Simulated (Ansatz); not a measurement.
For LuAg2 (I4/mmm, No. 139; cell taken from a computed entry), LDA (PAW; Ansatz, a quantum-chemistry and plane-wave program) gives:

* **lattice constant a**: 3.559 Å
* **c axis length**: 8.876 Å

Q: What does r²SCAN+rVV10 (plane waves, PAW; Ansatz) give for the same quantities?

A: 
- lattice constant a: 3.610 Å (rises by 1.4 %)
- lattice parameter c: 9.069 Å (grows by 2.2 %)

Changes are worked out from the printed values.

Unless a cell is named, each level is at its own relaxed cell (LDA 18.73, r²SCAN+rVV10 19.70 Å³/atom).

Levels without +SOC leave out spin–orbit coupling, which shifts energies and cells of such heavy elements.

Caveats: the relaxation could not lower the start's symmetry, so the cell can be a saddle point above a distorted one (LDA, r²SCAN+rVV10). Ansatz's density-functional and Hartree–Fock values are scalar-relativistic unless marked +SOC, with PAW data made under PBE.
